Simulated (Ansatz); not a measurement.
A user runs Ansatz (an electronic-structure program) on CoAg2SnTe4 (I-4, 8 atoms in the cell) and asks whether the run is sound. The aim is a self-consistent single point with DFT, PBE, plane waves, default PAW files.

Cell that was meant: a = 7.8647 Å, b = 7.8647 Å, c = 7.8647 Å, α = 131.86°, β = 131.86°, γ = 70.44°.

Part of the input:

Ansatz 0.2 input:
```yaml
  atoms:
    - { symbol: Ag, position: [0.00000000, 0.00000000, 0.00000000] }
    - { symbol: Ag, position: [0.75000000, 0.25000000, 0.50000000] }
    - { symbol: Co, position: [0.25000000, 0.75000000, 0.50000000] }
    - { symbol: Sn, position: [0.50000000, 0.50000000, 0.00000000] }
    - { symbol: Te, position: [0.62900000, 0.62800000, 0.51300000] }
    - { symbol: Te, position: [0.11500000, 0.11600000, 0.48700000] }
[...]
hamiltonian:
  xc: pbe
  pseudopotentials: { kind: paw }
scf:
  occupations: { method: gaussian, width: 0.272 }
output:
  forces: true
```

Output (repeated stretches shortened):

```
WARN basis.ecutwfc = 420 eV, the default
WARN ansatz: RAYON_NUM_THREADS=1 ignored (pool sized by the plan → 1); use --threads N
   [... lines left out ...]
Symmetry: 4 space group operations
Space group: I-4 (ITA 82), of the structure as read, at distance tolerance 6.4e-5 Å
k-points: 6 of 27 (time reversal used)
Initial density: superposition of atomic densities (neutral atoms: chi_scale 0, normalization atom), corrected by the library's trained network
Initial wavefunctions: pseudopotential atomic-orbital guess
Eigensolver: davidson
Functional: x = pbe(κ = 0.804, μ = 0.2195149727645171), c = pbe(β = 0.06672455060314922)
SCF iter   1: F=—  HF=-54250.765821 eV  |F-HF|=—  |Δ(HF+E_count)|=         —  Δρ=5.93e-3  dr2=1.03e-1  ethr=1.77e-3  ⟨swp⟩=6.7  Hψ=1817  notcnv=0
all-band conjugate gradients solve this SCF's bands
preconditioner: auto → LDOS
SCF iter   2: F=—  HF=-54250.761195 eV  |F-HF|=—  |Δ(HF+E_count)|=   4.63e-3  Δρ=1.54e-3  dr2=5.49e-3  ethr=7.74e-5  ⟨swp⟩=1.8  Hψ=566  notcnv=0
   [... lines left out ...]
SCF iter   8: F=—  HF=-54250.764845 eV  |F-HF|=—  |Δ(HF+E_count)|=   6.79e-8  Δρ=2.86e-5  dr2=2.10e-6  ethr=1.69e-9  ⟨swp⟩=2.0  Hψ=482  notcnv=0
SCF iter   9: F=—  HF=-54250.764845 eV  |F-HF|=—  |Δ(HF+E_count)|=   4.04e-8  Δρ=1.30e-5  dr2=4.77e-7  ethr=1.58e-9  ⟨swp⟩=1.0  Hψ=447  notcnv=0
SCF iter  10: F=-54250.764845 eV  HF=-54250.764845 eV  |F-HF|=2.44e-8  |Δ(HF+E_count)|=   2.50e-9  Δρ=3.52e-6  dr2=2.63e-8  ethr=7.52e-11  ⟨swp⟩=9.3  Hψ=2111  notcnv=0
SCF 1 converged in 10 iterations: F = -54250.764845 eV  dr2 = 2.63e-8
Free energy (F): -54250.764845 eV
Internal energy: -54250.424305 eV  (E = F + TS)
E sigma→0 (E₀):  -54250.594575 eV
Entropy (-TS):   -0.340540 eV (-42.567 meV/atom)
Fermi energy:    7.478667 eV
--- Forces (eV/Å), atoms counted from 1 ---
  atom   1  Ag    -0.00000000    -0.00000000     0.00000000
  atom   2  Ag     0.00000000     0.00000000     0.00000000
  atom   3  Co    -0.00000000     0.00000000     0.00000000
  atom   4  Sn     0.00000000    -0.00000000     0.00000000
  atom   5  Te     0.69906754    -0.85354400    -0.75106888
  atom   6  Te    -0.69906754     0.85354400    -0.75106888
  atom   7  Te    -0.85354400    -0.69906754     0.75106888
  atom   8  Te     0.85354400     0.69906754     0.75106888
--- Stress (GPa, compression-positive) ---
       -1.773628       0.000000      -0.000000
       -0.000000      -1.773628      -0.000000
       -0.000000      -0.000000      -1.506266
  P = ⅓ Tr σ = -1.6845 GPa (-16.845 kbar)
  The stress holds the Pulay correction. Without it, at fixed plane waves, as pw.x and ABINIT print it: P = -1.7181 GPa
```

Q: Is anything amiss in this input, and did it matter?

A: The run is not sound. The fault is no spin polarisation for a cell with magnetic atoms. A run without spin cannot form moments, so any exchange energy of the magnetic state is missed. To fix it, switch spin polarisation on and give starting moments. The run converged in 10 iterations without an error; against the sound input the free energy goes up by 82.5 meV/atom, the pressure goes from -0.93 to -1.68 GPa, the largest force goes from 0.948 to 1.335 eV/Å and the net moment of 0.34 μB/atom is absent without spin.

The sound input it was made from differs as follows (other fixes are possible):
```diff
-    - { symbol: Co, position: [0.25000000, 0.75000000, 0.50000000] }
+    - { symbol: Co, position: [0.25000000, 0.75000000, 0.50000000], spin: 3.0 }
+magnetization:
+  spin_polarized: true
```

With that input, the run converged in 16 iterations: free energy E − TS (on the zero of these files) -54251.4248 eV; Fermi level (on the code's own zero) 7.48 eV; pressure -0.93 GPa; largest force (vector length) 0.948 eV/Å; size of the cell's spin moment 2.75 μB (DFT, PBE, plane waves, default PAW files).

On the sound input: the starting cell was generated: these elements placed on a structure prototype, without a prior relaxation; it need not be a known phase or ordering of this composition. Spin-orbit coupling is off. With one magnetic atom in the cell only a parallel order is possible. Ansatz's pressure includes its estimate of the finite-basis (Pulay) stress.
